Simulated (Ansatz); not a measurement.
The parent structure is KTaO3 in the cubic perovskite structure (space group Pm-3m, No. 221).

```xyz
5
Lattice="3.9853 0.0000 0.0000 0.0000 3.9853 0.0000 0.0000 0.0000 3.9853" Properties=species:S:1:pos:R:3 pbc="T T T"
K      0.0000     0.0000     0.0000
Ta     1.9926     1.9926     1.9926
O      1.9926     0.0000     1.9926
O      0.0000     1.9926     1.9926
O      1.9926     1.9926     0.0000
```

Cartesian axes are those of the cell as printed.

Computed with Ansatz (a first-principles code) PBEsol, scalar-relativistic without spin-orbit coupling.

The change: a pure shear with ε_xy = ε_yx = 0.0100, atoms relaxed at fixed cell.

Question: Predict the stress tensor and what it implies for the stiffness.

Answer: Stress of the strained cell less that of the base (GPa, compression positive):
```
   0.02   -1.99    0.00
  -1.99    0.02    0.00
   0.00    0.00    0.01
```

Then −Δσ/γ with γ = 2ε = 0.0200 gives relaxed-ion elastic constants: C66 ≈ 100 GPa.

Stability against distortions was not tested.
